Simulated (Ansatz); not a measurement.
Take BP in the zinc blende structure (space group F-43m, No. 216; a = 4.537 Å) as the base.

One thing is altered: cell and atoms relaxed at a pressure of 60 GPa.

Levels (all Ansatz, a first-principles code, PAW): r2SCAN (500 eV, no spin-orbit coupling); HSE06+SOC (420 eV, with spin-orbit coupling).

The geometry is relaxed with r2SCAN.

- r2SCAN valence-band top at Γ = 0.00, 0.00, 0.00 eV
- r2SCAN lowest conduction level above the VBM at special points = X 1.00 eV; K 2.14 eV; U 2.14 eV; Γ 4.11 eV

With HSE06+SOC at the same geometry, the valence-band top at Γ (three highest Kramers pairs, from the VBM) goes from 0.00, 0.00, 0.00 eV to 0.00, 0.00, -0.04 eV; the lowest conduction level above the VBM at special points becomes X 1.54 eV; K 2.68 eV; U 2.68 eV; Γ 4.80 eV (r2SCAN: X 1.00 eV; K 2.14 eV; U 2.14 eV; Γ 4.11 eV). The threefold valence maximum splits by Δso ≈ 39 meV.

Single points use the geometry relaxed with r2SCAN. Their cutoffs differ, which shifts pressures a little. HSE06 was sampled on its mesh, a few special points and the semilocal edge points, so its gap is an upper bound. Differences between runs with and without spin-orbit coupling are approximate. The levels and masses belong to the bands next to the band gap. Load acts through the strain it causes; cell and atoms are relaxed under it. No phonon test of stability was made. No other phases were tried under pressure.
